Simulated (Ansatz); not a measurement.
The reference is LiH in the rock salt structure (space group Fm-3m, No. 225).

```yaml
crystal:
  lattice:
    - [0.00000, 2.00271, 2.00271]
    - [2.00271, 0.00000, 2.00271]
    - [2.00271, 2.00271, 0.00000]
  atoms:
    - { symbol: H, position: [0.00000, 0.00000, 0.00000] }
    - { symbol: Li, position: [0.50000, 0.50000, 0.50000] }
```

Cartesian axes are those of the cell as printed.

Calculations: plane-wave PAW DFT at the r2SCAN level (Ansatz, a program for electronic structure, 500 eV), no SOC.

Strains are applied to the cell and any free atomic positions relax; under biaxial strain the out-of-plane vector relaxes too.

One change was made to it. Results:

```json
[
 {"quantity": "pressure (mean of the normal stresses, compression positive)", "base": "0.00 GPa", "after": "-1.00 GPa"},
 {"quantity": "band gap", "base": "3.63 eV", "after": "3.42 eV"}
]
```

Problem. Which of these changes matches the shifts?
(A) strain tensor (xx, yy, zz, yz, xz, xy) = (−1.61, −1.77, +1.41, +0.62, +0.06, −0.91) %
(B) strain tensor (xx, yy, zz, yz, xz, xy) = (+0.40, +0.56, −0.01, +0.59, +0.70, +1.82) %
(C) biaxial strain +1.80 %, plane normal [001], relaxed out of plane
(D) uniaxial strain ε_yy = −2.18 %
(E) isotropic strain +1.76 %

Solution. C, biaxial strain +1.80 %, plane normal [001], relaxed out of plane. For comparison, the pressure in the other runs: strain tensor (xx, yy, zz, yz, xz, xy) = (−1.61, −1.77, +1.41, +0.62, +0.06, −0.91) % gives 0.82 GPa; uniaxial strain ε_yy = −2.18 % gives 0.86 GPa; isotropic strain +1.76 % gives -1.74 GPa; strain tensor (xx, yy, zz, yz, xz, xy) = (+0.40, +0.56, −0.01, +0.59, +0.70, +1.82) % gives -0.32 GPa.

No phonon test of stability was made.
